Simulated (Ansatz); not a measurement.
Take SrTiO₃ in the cubic perovskite structure (space group Pm-3m, No. 221; a = 3.936 Å) as the base. Axes: x, y, z lie along the cube axes.

Method: Kohn–Sham DFT with the PBE functional, run in Ansatz (a program for electronic structure) with PAW and 420 eV plane waves, no spin-orbit coupling, earlier PAW set.

It is then changed as follows: an isotropic linear strain of +0.87 %; the atoms relax in the strained cell.

**Question.** Predict the stress tensor and what it implies for the stiffness.

**Answer.** Stress of the strained cell less that of the base (GPa, compression positive):
```
  -4.19    0.00    0.00
   0.00   -4.19    0.00
   0.00    0.00   -4.19
```

Then B = −ΔP/(ΔV/V₀) with ΔV/V₀ = 0.0263 gives secant stiffness values (nonlinear terms included at this strain): B ≈ 159 GPa.

As a check, the harmonic strain energy −½ V₀ Δσ:ε is 4.2 meV/atom; the computed energy rise is 4.3 meV/atom.

Stability against distortions was not tested. All final runs are without spin polarisation. Many cubic perovskites are stable only at high temperature; tilts and polar distortions were not tested.
